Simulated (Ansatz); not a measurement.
Abridged Ansatz (a program for electronic structure) output:

```
Relaxation: its limit of steps is 60 (relax.max_steps)
Pseudopotential: Pt, paw, valence charge 18
Crystal: 2 atoms, lattice volume = 45.914 Å³
Basis set: ecut = 420 eV, 893 PW (Γ), exchange–correlation on 54×54×54 points (8 copies of the dense FFT grid, shifted against one another)
Bands: 22, of which v1, the nominal top of the filled ones, is band 18 counted from 1 (17 counted from 0)
Symmetry: 48 space group operations
k-points: 104 of 2744
Functional: x = pbesol(κ = 0.804, μ = 0.12345679012345678), c = pbesol(β = 0.046)
SCF iter   1: F=—  HF=-24765.101028 eV  |F-HF|=—  |Δ(HF+E_count)|=         —  Δρ=9.61e-3  dr2=3.66e-2  ethr=1.77e-3  ⟨swp⟩=5.9  Hψ=9757  notcnv=0
SCF iter   2: F=—  HF=-24765.095160 eV  |F-HF|=—  |Δ(HF+E_count)|=   5.87e-3  Δρ=4.49e-3  dr2=7.24e-3  ethr=1.02e-4  ⟨swp⟩=2.0  Hψ=4576  notcnv=0
SCF 1 converged in 6 iterations: F = -24765.093508 eV  dr2 = 3.52e-10
relax step   1: F+E_penalty+E_count = -24765.09350760 eV  Δ(F+E_penalty+E_count) = +0.000e0 eV  max|allowed force component| = 3.701e-17 eV/Å  Δτ_max = 0.0000 Å  P = +0.300 GPa  Ω = 45.914 Å³  (6 SCF iters, dr2 threshold 1.00e-7 eV, accepted)
[... steps on the carried basis left out ...]
relax step   4: F+E_penalty+E_count = -24765.09309843 eV  Δ(F+E_penalty+E_count) = +3.540e-5 eV  max|allowed force component| = 2.267e-16 eV/Å  Δτ_max = 0.0000 Å  P = +0.699 GPa  Ω = 45.782 Å³  stress off target by 1.18e-3 GPa  SCF on the basis re-selected at this cell (its energy is not comparable with the rows above)  (5 SCF iters)
SCF converged after 5 iterations
Free energy (F): -24765.093098 eV
Internal energy: -24765.051285 eV  (E = F + TS)
E sigma→0 (E₀):  -24765.072192 eV
Entropy (-TS):   -0.041813 eV (-20.907 meV/atom)
Fermi energy:    13.475933 eV
--- Forces (eV/Å), atoms counted from 1 ---
  atom   1  Pt     0.00000000     0.00000000     0.00000000
  atom   2  Pt    -0.00000000    -0.00000000    -0.00000000
--- Stress (GPa, compression-positive) ---
        0.698819       0.000000      -0.000000
        0.000000       0.698819       0.000000
       -0.000000       0.000000       0.698819
  P = ⅓ Tr σ = 0.6988 GPa (6.988 kbar)
--- Relaxed structure (3 steps of the walk, 3 accepted, 1 SCFs on fresh bases) ---
  cell:  # Å, volume = 45.7821 Å³
    - [1.7196880611022612e-34, 2.8393690671909533, 2.8393690671909533]
    - [2.8393690671909533, 2.6790510766708847e-34, 2.8393690671909533]
    - [2.8393690671909533, 2.8393690671909533, 9.59363015568623e-35]
  atoms:
    - { symbol: Pt, position: [0.25, 0.25, 0.25] }
    - { symbol: Pt, position: [-5.238943658836878e-35, 2.1330772707769523e-35, -4.080861376357151e-36] }
```

**Question.** What was computed, and what are the main results?

**Answer.** Pt, 2 atoms in the cell, with PBEsol, PAW, 420 eV (Ansatz; no spin-orbit coupling), from a series relaxed to a target (pressure 0.7 GPa). The last SCF converged to F = -24765.093098 eV, or -12382.5465 eV per atom, at a pressure of 0.70 GPa. The total energy compares only with runs of the same code, potentials and settings.

Load acts through the strain it causes; cell and atoms are relaxed under it. Stability against distortions was not tested. All final runs are without spin polarisation. The cell was made from Pt in the diamond structure (space group Fd-3m, No. 227; a hypothetical phase, not in the database extracts checked) by this change: pressure 0.7 GPa. Pt has a high density of states at the Fermi level and may be magnetic at this level.

Keys are those of Ansatz 0.2.
